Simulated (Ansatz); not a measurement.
Consider GaP in the zinc blende structure (space group F-43m, No. 216).

```
CELL_PARAMETERS angstrom
      0.00000     2.71923     2.71923
      2.71923     0.00000     2.71923
      2.71923     2.71923     0.00000
ATOMIC_POSITIONS crystal
  P  0.75000 0.75000 0.75000
  Ga 0.00000 0.00000 0.00000
```

Cartesian axes are those of the cell as printed.

Method: DFT with PBEsol, PAW potentials and a 420 eV plane-wave cutoff in Ansatz (a program for electronic structure), spin-orbit coupling left out.

Base values:

Band gap: 1.45 eV
Valence-band top at Γ: 0.00, 0.00, 0.00 eV

It is then changed as follows: tensor shear ε_xy = −1.16 % (engineering shear γ = -0.0232), atoms relaxed at fixed cell.

**Question.** What happens to the band gap and valence-band top at Γ?

**Answer.** The band gap drops by 0.16 eV to 1.29 eV; the valence-band top at Γ (three highest levels, from the VBM) goes from 0.00, 0.00, 0.00 eV to 0.00, -0.10, -0.18 eV.

The cells carry an imposed strain or load. Whether these cells are dynamically stable was not tested.
